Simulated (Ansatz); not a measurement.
## NaI (Cmmm, No. 65, 4 atoms in the cell; start mp-1246268; a measured phase of this formula has another space group)

Computed with PBE0 (plane waves, PAW; Ansatz, a program for electronic structure).

Numerical settings: plane-wave cutoff 460 eV, 6×6×4 k mesh (along the axes of the cell as run), Fermi–Dirac smearing 0.01 eV, scalar-relativistic PAW data made under PBE.

Cell (relaxed with PBE-D3(BJ)):

NaI is modelled in the orthorhombic space group Cmmm (No. 65), Pearson symbol oS4. Cell: a = 4.779 Å, b = 6.761 Å, c = 4.098 Å, α = β = γ = 90.00°. Na on 2d has 4 I at 3.148 Å and 4 I at 3.953 Å. I on 2b is surrounded by 4 Na at 3.148 Å and 4 Na at 3.953 Å. (Neighbours: up to the widest gap in distance over summed covalent radii, below 1.35, at either atom; cation-cation and far metal-metal contacts left out.)

```yaml
band_gap: 4.10 eV (on the SCF k mesh)
smallest_direct_gap_on_the_k_points_sampled: 4.40 eV
```

Note: cell and atoms aren't relaxed at this level (pressure 1.0 GPa).

Spin–orbit coupling is not included; with these elements it can move the gap by several tenths of an eV or more.

Computed values are for the static lattice.

A start named mp-… is a Materials Project structure, which need not be a measured phase.
